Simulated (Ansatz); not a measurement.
Defect migration in 3C silicon carbide with all lengths changed by -1 %: interstitial H, charge state +1. Calculation: PBE, PAW (plane waves to 420 eV; Ansatz, a first-principles code).

Cell of 64 host sites held at the strained lattice (strain from the relaxed PBE one, atoms relaxed); a 2×2×2 k-point mesh shifted by half a step; Fermi-Dirac width 0.01 eV, spin-restricted; finite-size errors left in. Static, classical nuclei. The charge state is imposed; whether it is stable for some Fermi level was not computed. Sites that were not tried may lie lower.

Barriers: single points on a 3×3×3 k-point mesh shifted by half a step at the bands' geometries.

Relaxed starting cell (atoms counted from 1):

```
CELL_PARAMETERS angstrom
      8.67240     0.00000     0.00000
      0.00000     8.67240     0.00000
      0.00000     0.00000     8.67240
ATOMIC_POSITIONS crystal
  Si 0.99974 0.00036 0.00011
  Si 0.99847 0.00053 0.50234
  Si 0.99927 0.50182 0.00010
  Si 0.99976 0.50142 0.50101
  Si 0.50057 0.00031 0.00022
  Si 0.50067 0.00037 0.50103
  Si 0.49986 0.50082 0.00093
  Si 0.50069 0.50183 0.50151
  C  0.12921 0.12902 0.37153
  C  0.12459 0.12556 0.87601
  C  0.12458 0.62584 0.37621
  C  0.12471 0.62643 0.87524
  C  0.62477 0.12556 0.37620
  C  0.62538 0.12562 0.87540
  C  0.62555 0.62644 0.37607
  C  0.62483 0.62579 0.87596
  Si 0.98830 0.25523 0.24547
  Si 0.99947 0.25116 0.75226
  Si 0.99968 0.74992 0.25061
  Si 0.99975 0.75150 0.75014
  Si 0.50061 0.25033 0.25134
  Si 0.50094 0.25139 0.75228
  Si 0.50073 0.74966 0.25043
  Si 0.50038 0.75081 0.75097
  C  0.12355 0.37536 0.12634
  C  0.12401 0.37674 0.62774
  C  0.12415 0.87403 0.12477
  C  0.12579 0.87780 0.62413
  C  0.62429 0.37566 0.12615
  C  0.62473 0.37611 0.62631
  C  0.62474 0.87537 0.12572
  C  0.62539 0.87594 0.62574
  Si 0.25430 0.99116 0.24647
  Si 0.25018 0.00040 0.75226
  Si 0.24935 0.50177 0.25144
  Si 0.25045 0.50184 0.75208
  Si 0.74853 0.00041 0.25061
  Si 0.75037 0.00068 0.75041
  Si 0.74872 0.50184 0.25035
  Si 0.74984 0.50140 0.75094
  C  0.37457 0.12485 0.12622
  C  0.37637 0.12458 0.62811
  C  0.37466 0.62514 0.12614
  C  0.37497 0.62592 0.62625
  C  0.87267 0.12458 0.12440
  C  0.87615 0.12704 0.62464
  C  0.87453 0.62591 0.12582
  C  0.87516 0.62616 0.62562
  Si 0.24945 0.25033 0.00018
  Si 0.25531 0.25527 0.51253
  Si 0.25036 0.74965 0.00005
  Si 0.25017 0.74993 0.50110
  Si 0.74850 0.25139 0.99984
  Si 0.74854 0.25116 0.50131
  Si 0.74982 0.75080 0.00040
  Si 0.75064 0.75151 0.50104
  C  0.37444 0.37536 0.37724
  C  0.37464 0.37566 0.87649
  C  0.37600 0.87405 0.37663
  C  0.37507 0.87537 0.87605
  C  0.87306 0.37674 0.37676
  C  0.87446 0.37611 0.87606
  C  0.87667 0.87781 0.37500
  C  0.87503 0.87593 0.87539
  H  0.19925 0.21208 0.30191
```
Cell charge +1.

End state 1 differs by these moves (Å; atoms that move under 0.08 Å are left out):

```csv
atom,element,Δx,Δy,Δz
17,Si,0.10,-0.03,0.05
21,Si,0.09,-0.03,-0.05
33,Si,-0.03,0.08,0.04
35,Si,-0.03,0.09,-0.04
50,Si,-0.09,-0.08,-0.01
65,H,0.85,0.73,-0.04
```

Question: What forward and backward barriers to end state 1 does PBE, PAW give?

Answer: forward 0.48 eV, backward 0.48 eV; at the saddle point atom 65 has neighbours 2 C at 1.49; Si at 1.64 Å. The saddle point's order was not checked, and it lies on a symmetry element of the cell, where a band can be held.

End state 2 differs by these moves (Å; atoms that move under 0.08 Å are left out):

```csv
atom,element,Δx,Δy,Δz
2,Si,-0.03,-0.08,0.03
9,C,-0.08,0.00,0.08
33,Si,-0.03,0.08,0.03
65,H,-1.29,0.00,1.29
```

Question: Estimate the forward and backward barriers to end state 2 that PBE, PAW returns for this input.

Answer: forward 0.17 eV, backward 0.17 eV; at the saddle point atom 65 has neighbours C at 1.11; 2 Si at 1.72 Å. The saddle point's order was not checked, and it lies on a symmetry element of the cell, where a band can be held.
